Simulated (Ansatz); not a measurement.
# Rh: response to strain

Start from Rh in the fcc (Cu type) structure (space group Fm-3m, No. 225; relaxed with 0.1 eV smearing).

```
CELL_PARAMETERS angstrom
      0.00000     1.90077     1.90077
      1.90077     0.00000     1.90077
      1.90077     1.90077     0.00000
ATOMIC_POSITIONS crystal
  Rh 0.00000 0.00000 0.00000
```

Strains are applied to the cell and any free atomic positions relax.

Method: r2SCAN (Ansatz, a first-principles code, PAW, scalar-relativistic without spin-orbit coupling).

Notes on the quantities. energy relative to the base: free energy F.

```
variant                   energy relative to the base  volume per atom  pressure
------------------------  ---------------------------  ---------------  --------
base                                       0 meV/atom         13.73 Å³   0.0 GPa
isotropic strain −3.00 %                +110 meV/atom         12.54 Å³  32.3 GPa
isotropic strain −2.50 %                 +75 meV/atom         12.73 Å³  25.8 GPa
isotropic strain −2.00 %                 +47 meV/atom         12.93 Å³  19.8 GPa
isotropic strain −1.50 %                 +26 meV/atom         13.13 Å³  14.3 GPa
isotropic strain −1.00 %                 +11 meV/atom         13.33 Å³   9.1 GPa
isotropic strain −0.50 %                +2.8 meV/atom         13.53 Å³   4.4 GPa
```

No phonon test of stability was made. All final runs are without spin polarisation.
